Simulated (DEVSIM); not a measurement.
System: Al/SiO2/p-GaAs capacitor, at 300 K.

| layer (left to right) | material | thickness (nm) | Na (cm⁻³) |
|---|---|---|---|
| 1 | SiO2 | 8.60 | - |
| 2 | GaAs | 10000 | 3.8e15 |

Metal gate on the left, work function 4.1 eV. Fixed charge at the semiconductor interface -9.8e10 cm⁻² (in units of +e); interface traps 1.4e10 cm⁻² eV⁻¹, uniform in energy, neutral level at 0.5 of the gap above the valence band.

This is a model device: material constants are rounded textbook-type values typed into the input, and sizes, dopings and lifetimes were drawn at random. Values at 300 K.

| parameter | SiO2 | GaAs |
|---|---|---|
| gap (eV) | 9 | 1.424 |
| affinity (eV) | 0.9 | 4.07 |
| permittivity | 3.9 | 12.9 |
| Nc (cm⁻³) | - | 4.7e17 |
| Nv (cm⁻³) | - | 9e18 |

DEVSIM, 1D Poisson equation in equilibrium, Boltzmann statistics, complete ionisation; no quantum confinement or tunnelling. Metal contacts follow the ideal Schottky-Mott rule: no Fermi-level pinning, no interface dipoles.

Base results: flat-band voltage (V) -1.16; threshold voltage (band bending 2φF) (V) 0.04; minimum of the low-frequency capacitance (μF/cm²) 0.0205.

Problem. What follows from this one change: substrate doping 3.8e+15 → 3.8e+14 cm^-3?

Solution. flat-band voltage -1.16 → -1.10 V; threshold voltage (band bending 2φF) 0.04 → -0.08 V; minimum of the low-frequency capacitance 0.0205 → 0.00857 μF/cm².

Problem. What follows from this one change: interface trap density 1.4e+10 → 2e+12 cm^-2 eV^-1?

Solution. flat-band voltage -1.16 → -1.56 V; threshold voltage (band bending 2φF) 0.04 → 0.51 V; minimum of the low-frequency capacitance 0.0205 → 0.184 μF/cm².

Problem. What follows from this one change: fixed charge -9.8e+10 → 1.072e+12 cm^-2?

Solution. flat-band voltage -1.16 → -1.62 V; threshold voltage (band bending 2φF) 0.04 → -0.42 V; minimum of the low-frequency capacitance little changed (0.0207 μF/cm²).
